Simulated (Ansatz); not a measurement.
Start from BN in the zinc blende structure (space group F-43m, No. 216; a = 3.606 Å).

Method: Ansatz (a first-principles code), PBEsol, PAW, cutoff 420 eV, no spin-orbit coupling.

Base values:

The hole mass is 0.52 mₑ (at Γ). The smallest direct gap comes out as 8.81 eV and the width of the top valence band comes out as 6.64 eV.

Now apply this change: every lattice vector is shortened by 2.50 %, atoms relaxed at fixed cell.

### Question
Predict the new hole mass, energy relative to the base, smallest direct gap and width of the top valence band.

### Answer
The hole mass (degenerate bands, along [100]) goes from 0.52 mₑ (at Γ) to 0.50, 0.50, 0.54 mₑ (at Γ); the energy grows by 42 meV/atom; the smallest direct gap rises by 0.356 eV (8.81 eV → 9.16 eV); the width of the top valence band rises by 0.56 eV (6.64 eV → 7.20 eV).

The cells carry an imposed strain or load. Effective masses come from finite differences of ±0.01 Å⁻¹. No phonon test of stability was made.
